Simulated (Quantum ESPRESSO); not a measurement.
Input and output of a self-consistent single point for Rb2AlTlBr6 (Fm-3m, 10 atoms in the cell) (Quantum ESPRESSO).

Method of the run: PBEsol, PseudoDojo standard norm-conserving (PBESOL) pseudopotentials (plane waves; Quantum ESPRESSO).

```xyz
10
Lattice="0.0000 5.7032 5.7032 5.7032 0.0000 5.7032 5.7032 5.7032 0.0000" Properties=species:S:1:pos:R:3 pbc="T T T"
Rb     8.5548     8.5548     8.5548
Rb     2.8516     2.8516     2.8516
Al     0.0000     0.0000     0.0000
Tl     5.7032     5.7032     5.7032
Br     2.5303     5.7032     5.7032
Br     8.8761     5.7032     5.7032
Br     5.7032     2.5303     5.7032
Br     5.7032     8.8761     5.7032
Br     5.7032     5.7032     2.5303
Br     5.7032     5.7032     8.8761
```

Reference input (self-consistent single point, DFT, PBEsol, plane waves, PseudoDojo standard norm-conserving (PBESOL) pseudopotentials): ecutwfc = 65 Ry; occupations = fixed; potentials = {Rb: Rb.upf, Al: Al.upf, Tl: Tl.upf, Br: Br.upf}; K_POINTS = automatic 2 2 2 1 1 1; nbnd = 46; conv_thr = 1e-09 Ry. This run's input differs from it in these lines:

```diff
@@ -18,3 +18,3 @@
 &ELECTRONS
- conv_thr = 1.0d-9
+ conv_thr = 7.3e-03
 /
```

Output, abridged:

```
     Self-consistent Calculation

     iteration #  1     ecut=    65.00 Ry     beta= 0.70

---- Real-time Memory Report at c_bands before calling an iterative solver
           234 MiB given to the printing process from OS
           202 MiB allocation reported by mallinfo(arena+hblkhd)
------------------

     Threshold (ethr) on eigenvalues was too large:
     Diagonalizing with lowered threshold

---- Real-time Memory Report at c_bands before calling an iterative solver
           292 MiB given to the printing process from OS
           223 MiB allocation reported by mallinfo(arena+hblkhd)
------------------

   [... lines left out ...]

---- Real-time Memory Report at c_bands before calling an iterative solver
           301 MiB given to the printing process from OS
           288 MiB allocation reported by mallinfo(arena+hblkhd)
------------------

     total energy              =    -423.72288761 Ry
     estimated scf accuracy    <       0.01082573 Ry

     iteration #  4     ecut=    65.00 Ry     beta= 0.70

---- Real-time Memory Report at c_bands before calling an iterative solver
           306 MiB given to the printing process from OS
           293 MiB allocation reported by mallinfo(arena+hblkhd)
------------------
     End of self-consistent calculation

     highest occupied, lowest unoccupied level (ev):     1.7097    5.0510

!    total energy              =    -423.72543562 Ry
     estimated scf accuracy    <       0.00078517 Ry

     convergence has been achieved in   4 iterations

     Forces acting on atoms (cartesian axes, Ry/au):

     atom    1 type  1   force =    -0.00000000    0.00000000    0.00000000
     atom    2 type  1   force =     0.00000000    0.00000000    0.00000000
     atom    3 type  2   force =     0.00000000    0.00000000    0.00000000
     atom    4 type  3   force =    -0.00000000    0.00000000    0.00000000
     atom    5 type  4   force =    -0.00306591    0.00000000    0.00000000
     atom    6 type  4   force =     0.00306591    0.00000000    0.00000000
   [... lines left out ...]
     Total force =     0.007510     Total SCF correction =     0.071269
   [... lines left out ...]
     SCF correction compared to forces is large: reduce conv_thr to get better values

          total   stress  (Ry/bohr**3)                   (kbar)     P=      -11.19
  -0.00007608   0.00000000   0.00000000          -11.19        0.00        0.00
   0.00000000  -0.00007608   0.00000000            0.00      -11.19        0.00
   0.00000000   0.00000000  -0.00007608            0.00        0.00      -11.19

   JOB DONE.
```

The run converged in 4 iterations. Against the reference run the free energy is nearly the same (within 1 meV/atom), the pressure goes from -1.23 to -1.12 GPa, the largest force goes from 0.061 to 0.079 eV/Å and the gap on the mesh goes from 3.330 to 3.341 eV. The full log also holds: “SCF correction compared to forces is large: reduce conv_thr to get better values”.

The starting cell comes from a database of computed structures (which also holds hypothetical and non-ambient phases and stackings), without a prior relaxation at this level. Spin-orbit coupling is off. The shifted mesh does not hold Γ, so a gap read on it misses any band edge there.

Cost on one core of a shared machine: roughly 70 s.
